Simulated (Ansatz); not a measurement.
Take Sn (space group I4_1/amd, No. 141; relaxed with 0.1 eV smearing) as the base.

```yaml
crystal:
  lattice:
    - [-2.94409, 2.94409, 1.59361]
    - [2.94409, -2.94409, 1.59361]
    - [2.94409, 2.94409, -1.59361]
  atoms:
    - { symbol: Sn, position: [0.75000, 0.25000, 0.50000] }
    - { symbol: Sn, position: [0.00000, 0.00000, 0.00000] }
```

Cartesian axes are those of the cell as printed.

Level of theory: r2SCAN (Ansatz, a program for electronic structure, PAW, no spin-orbit coupling), earlier PAW set.

Before the change:

| Quantity | Result |
|---|---|
| Pressure | 0.0 GPa |

One thing is altered: tensile biaxial strain of 1.04 % in the plane normal to [001], as in epitaxy on a mismatched substrate; the out-of-plane cell vector and the atoms relax.

Question: What happens to the out-of-plane strain, pressure and energy relative to the base?

Answer: The out-of-plane strain amounts to -0.64 %; the pressure (mean of the normal stresses, compression positive) goes from zero to -0.7 GPa; the energy goes up by 2.1 meV/atom.

A biaxial case was relaxed in a doubled cell and then solved in the primitive one. No phonon test of stability was made.
